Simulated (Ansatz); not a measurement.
O on the 1x1 (111) surface of fcc Rh, one in a 2x2 cell, energies for each (25.4 Å²). Energies are against ½ O2(g), without zero-point or thermal terms; each row is named by its start. No converged result for: 1 more start.

All values below come from PBE (plane waves to 420 eV, PAW; Ansatz, a quantum-chemistry and plane-wave program).

Model: 17-atom slab, 6.5 Å thick at the start under the adsorbate (thin: gaps and levels are the slab's own), 6x6x1 mesh, Fermi-Dirac 0.1 eV, dipole correction, 8 atoms held, the rest relaxed; each run with such symmetry as its start has; no spin, no spin-orbit, no U, no dispersion correction.

A negative adsorption energy means that the adsorbate is more stable on the surface than in its reference. Starts that drift may end in the same place. Heights count from the host atoms within 0.3 Å of the top one.

```tsv
starting site	E_ads (eV)	height (Å)	nearest host atom (Å)	bonded to	Δ work function (eV)	lateral drift (Å)
hollow Rh-Rh-Rh over Rh at depth 2.2 Å	-1.93	1.20	Rh 1.99	3 Rh	0.42	0.0
hollow Rh-Rh-Rh over Rh at depth 4.4 Å	-1.98	1.21	Rh 2.00	3 Rh	0.50	0.0
bridge Rh-Rh (span 2.7 Å)	-1.98	1.21	Rh 2.00	3 Rh	0.50	0.8
```
